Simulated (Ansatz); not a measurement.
## CrI3, pressure series

Take CrI3 in the BiI3 type structure (space group R-3, No. 148; a = 6.8178 Å, c = 19.4757 Å (hexagonal axes); ferromagnetic; layered, stacked along the Cartesian z axis) as the base.

Cell and atoms are relaxed at each pressure.

Method: DFT with PBE-D3(BJ), PAW potentials and a 420 eV plane-wave cutoff in Ansatz (an electronic-structure program), no spin-orbit coupling, earlier PAW set.

```csv
variant,shortest interatomic distance,smallest direct gap,width of the top valence band,largest site moment,band gap
base,2.711 Å,1.18 eV,0.73 eV,2.92 μB,1.09 eV
pressure 0.3 GPa,2.706 Å,1.17 eV,0.75 eV,2.91 μB,1.07 eV
pressure 0.7 GPa,2.701 Å,1.15 eV,0.78 eV,2.91 μB,1.05 eV
pressure 1.5 GPa,2.691 Å,1.13 eV,0.83 eV,2.89 μB,1.00 eV
pressure 3 GPa,2.675 Å,1.09 eV,0.99 eV,2.86 μB,0.87 eV
```

Other magnetic orders, which the real material may have, were not ruled out. Spin-orbit coupling, missing from the scalar runs, can matter with I. Load acts through the strain it causes; cell and atoms are relaxed under it. Stability against distortions was not tested.
